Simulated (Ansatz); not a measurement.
The reference is RbH in the rock salt structure (space group Fm-3m, No. 225; a = 5.926 Å).

The other end (x = 1) is LiH in the rock salt structure (space group Fm-3m, No. 225): 7.88 Å³/atom, gap 2.73 eV.

All numbers come from PBEsol (Ansatz, an electronic-structure program; PAW; 420 eV plane waves; without spin-orbit coupling).

Li replaces a fraction x of Rb; each row is one arrangement (x, atoms in the cell, starting space group or random), fully relaxed.

One change was made to it. Results:

```json
[
 {"quantity": "mixing energy", "base": "–", "after": "+0.230 eV/atom"},
 {"quantity": "shortest interatomic distance", "base": "2.963 Å", "after": "1.848 Å"},
 {"quantity": "deviation of the volume from the linear (Vegard-type) interpolation", "base": "–", "after": "+13.9 %"}
]
```

Question: Which of these changes matches the shifts?
A. x(Li) = 0.75, 8 atoms, P4/mmm
B. x(Li) = 0.75, 8 atoms, Pm-3m
C. x(Li) = 0.667, 6 atoms, P-3m1

Answer: A, x(Li) = 0.75, 8 atoms, P4/mmm. For comparison, the mixing energy in the other runs: x(Li) = 0.75, 8 atoms, Pm-3m gives +0.324 eV/atom; x(Li) = 0.667, 6 atoms, P-3m1 gives +174 meV/atom.

Each cell is one ordered arrangement of few atoms, which overstates ordering effects compared with a random alloy. Whether these cells are dynamically stable was not tested.
